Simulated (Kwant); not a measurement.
Model system: GaN/Al0.2Ga0.8N stack with 1 barrier. One parabolic valley. Leads of mass 0.2 mₑ with the band edge at 0; grid 0.1 nm; bias swept from 0.014 to 0.43979 V, dropping linearly over the stack. Emitter Fermi level 0.068 eV, 4 K, equal in the collector.

| layer | thickness (nm) | band offset (eV) | mass (mₑ) |
|---|---|---|---|
| 1 | 1.3 | 0.35 | 0.22 |

Constants are typed, rounded textbook-type inputs, not results; the design itself was drawn at random and stands for no fabricated device.

Model: one-band effective-mass tight-binding model in one dimension, coherent, no space charge, current by the Tsu-Esaki formula (Kwant).

Sweep values stay those of the base run.

The mass in the first barrier was swept, all else fixed.

| mass in the first barrier (mₑ) | J (A/cm²) at bias = 0.1086 V | J (A/cm²) at bias = 0.4398 V | J (A/cm²) at bias = 0.3215 V | J (A/cm²) at bias = 0.2269 V |
|---|---|---|---|---|
| 0.13 | 869000 | 1900000 | 1580000 | 1290000 |
| 0.18 | 674000 | 1510000 | 1230000 | 992000 |
| 0.22 | 550000 | 1260000 | 1000000 | 807000 |
| 0.29 | 389000 | 929000 | 717000 | 568000 |

From the first row to the last the J at bias = 0.1086 V goes from 869000 to 389000. From the first row to the last the J at bias = 0.4398 V goes from 1900000 to 929000.
